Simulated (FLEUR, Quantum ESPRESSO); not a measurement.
A FLEUR input for a self-consistent single point of SnSb (Fm-3m, 2 atoms in the cell) (DFT, PBEsol, all-electron FLAPW (FLEUR), scalar-relativistic valence):

Input of the input generator:

```
SnSb
&input film=f /
0.0000000000 5.6841525637 5.6841525637
5.6841525637 0.0000000000 5.6841525637
5.6841525637 5.6841525637 0.0000000000
1.0
1.0 1.0 1.0

2
50 0.5000000000 0.5000000000 0.5000000000
51 0.0000000000 0.0000000000 0.0000000000

&comp jspins=1 /
&exco xctyp='PBEs' /
&kpt div1=12 div2=12 div3=12 gamma=t /
&end /
```

```xml
<?xml version="1.0" encoding="UTF-8" standalone="no"?>
<fleurInput fleurInputVersion="0.39">
   <comment>
      SnSb                                                                                                
   </comment>
   <calculationSetup>
      <cutoffs Kmax="3.8" Gmax="15.2" GmaxXC="15.2" numbands="0"/>
      <scfLoop itmax="80" minDistance="0.00001" maxIterBroyd="40" imix="Anderson" alpha="0.05" precondParam="0.0" spinf="2.0"/>
      <coreElectrons ctail="T" frcor="F" kcrel="0" coretail_lmax="0"/>
      <xcFunctional name="PBEs" relativisticCorrections="F"/>
      <magnetism jspins="1"/>
      <soc l_soc="F" theta="0.0" phi="0.0" spav="F"/>
      <expertModes spex="0" secvar="F"/>
      <geometryOptimization l_f="T" forcealpha="1.0" forcemix="BFGS" epsdisp="0.00001" epsforce="0.00001"/>
      <ldaU l_linMix="F" mixParam="0.05" spinf="1.0"/>
   </calculationSetup>
   <cell>
      <bzIntegration valenceElectrons="29.0" mode="hist" fermiSmearingEnergy="0.00367493">
         <kPointListSelection listName="default-1"/>
         <!-- k-points included here -->
         <xi:include xmlns:xi="http://www.w3.org/2001/XInclude" href="kpts.xml"> </xi:include>
      </bzIntegration>
      <!-- symmetry operations included here -->
      <xi:include xmlns:xi="http://www.w3.org/2001/XInclude" href="sym.xml"> </xi:include>
      <bulkLattice scale="1.0">
         <bravaisMatrix>
            <row-1>    0.0000000000000000     5.6841525636999997     5.6841525636999997</row-1>
            <row-2>    5.6841525636999997     0.0000000000000000     5.6841525636999997</row-2>
            <row-3>    5.6841525636999997     5.6841525636999997     0.0000000000000000</row-3>
         </bravaisMatrix>
      </bulkLattice>
   </cell>
   <atomSpecies>
      <species name="Tin (Sn)" element="Sn" atomicNumber="50">
         <mtSphere radius="2.68" gridPoints="925" logIncrement="0.014"/>
         <atomicCutoffs lmax="10" lnonsphr="8"/>
         <electronConfig flipSpins="F">
            <coreConfig>(1s1/2) (2s1/2) (2p1/2) (2p3/2) (3s1/2) (3p1/2) (3p3/2) (4s1/2) (3d3/2) (3d5/2) (4p1/2) (4p3/2)</coreConfig>
            <valenceConfig>(5s1/2) (4d3/2) (4d5/2) (5p1/2) (5p3/2)</valenceConfig>
            <stateOccupation state="(5p1/2)" spinUp="0.3333333333333" spinDown="0.3333333333333"/>
            <stateOccupation state="(5p3/2)" spinUp="0.6666666666667" spinDown="0.6666666666667"/>
         </electronConfig>
         <energyParameters s="5" p="5" d="5" f="4"/>
         <lo type="SCLO" l="2" n="4" eDeriv="0"/>
      </species>
      <species name="Antimony (Sb)" element="Sb" atomicNumber="51">
         <mtSphere radius="2.68" gridPoints="925" logIncrement="0.014"/>
         <atomicCutoffs lmax="10" lnonsphr="8"/>
         <electronConfig flipSpins="F">
            <coreConfig>(1s1/2) (2s1/2) (2p1/2) (2p3/2) (3s1/2) (3p1/2) (3p3/2) (4s1/2) (3d3/2) (3d5/2) (4p1/2) (4p3/2)</coreConfig>
            <valenceConfig>(5s1/2) (4d3/2) (4d5/2) (5p1/2) (5p3/2)</valenceConfig>
            <stateOccupation state="(5p1/2)" spinUp="0.5" spinDown="0.5"/>
            <stateOccupation state="(5p3/2)" spinUp="1.0" spinDown="1.0"/>
         </electronConfig>
         <energyParameters s="5" p="5" d="5" f="4"/>
         <lo type="SCLO" l="2" n="4" eDeriv="0"/>
      </species>
   </atomSpecies>
   <atomGroups>
      <atomGroup species="Tin (Sn)">
         <relPos label="                   1">1.000/2.000 1.000/2.000 1.000/2.000</relPos>
         <force calculate="T" relaxXYZ="TTT"/>
      </atomGroup>
      <atomGroup species="Antimony (Sb)">
         <relPos label="                   2">.0000000000 .0000000000 .0000000000</relPos>
         <force calculate="T" relaxXYZ="TTT"/>
      </atomGroup>
   </atomGroups>
   <output dos="F" band="F" slice="F">
      <checks vchk="F" cdinf="F"/>
      <bandDOS minEnergy="-.5*Htr" maxEnergy="0.5*Htr" sigma="0.015" storeEVData="T"/>
      <vacuumDOS vacdos="F" integ="F" star="F" nstars="0" locx1="0.0" locy1="0.0" locx2="0.0" locy2="0.0" nstm="0" tworkf="0.0"/>
      <unfoldingBand unfoldBand="F" supercellX="1" supercellY="1" supercellZ="1"/>
      <plotting iplot="0" polar="F">
         <plot TwoD="T" vec1="  1.0  0.0  0.0" vec2="  0.0  1.0  0.0" vec3="  0.0  0.0  1.0" zero="  0.0  0.0  0.0" file="plot"/>
      </plotting>
      <chargeDensitySlicing numkpt="0" minEigenval="0.0" maxEigenval="0.0" nnne="0" pallst="F"/>
      <specialOutput eonly="F"/>
      <magneticCircularDichroism mcd="F" energyLo="-10.0" energyUp="0.0"/>
   </output>
  <!-- We include the file relax.xml here to enable relaxations (see documentation) -->
  <xi:include xmlns:xi="http://www.w3.org/2001/XInclude" href="relax.xml"> <xi:fallback/> </xi:include>
</fleurInput>
```

**Question.** Write the same calculation as an input for Quantum ESPRESSO.

**Answer.** This is the input that was run; spellings and numerical settings could be chosen otherwise.

```fortran
&control
    calculation = 'scf'
    prefix = 'pwscf'
    outdir = './out'
    pseudo_dir = './'
    verbosity = 'high'
    tprnfor = .true.
    tstress = .true.
/
&system
    ibrav = 0
    nat = 2
    ntyp = 2
    ecutwfc = 40
    ecutrho = 320
    occupations = 'smearing'
    smearing = 'fd'
    degauss = 0.0073499
    input_dft = 'pbesol'
/
&electrons
    conv_thr = 1.0d-9
/
ATOMIC_SPECIES
Sn   118.7100  Sn_pbe_v1.uspp.F.UPF
Sb   121.7600  sb_pbe_v1.4.uspp.F.UPF
CELL_PARAMETERS angstrom
   0.000000000     3.007924000     3.007924000
   3.007924000     0.000000000     3.007924000
   3.007924000     3.007924000     0.000000000
ATOMIC_POSITIONS crystal
Sn    0.500000000    0.500000000    0.500000000
Sb    0.000000000    0.000000000    0.000000000
K_POINTS automatic
12 12 12  0 0 0
```

Basis, cutoffs, solver keys and any potentials are the target program's own. This input uses DFT, PBEsol, plane waves, SSSP 1.1.2 efficiency (PBE) pseudopotentials.

The starting cell comes from a database of computed structures (which also holds hypothetical and non-ambient phases and stackings), without a prior relaxation at this level. For this run, on top of that: lattice scaled by 0.98.
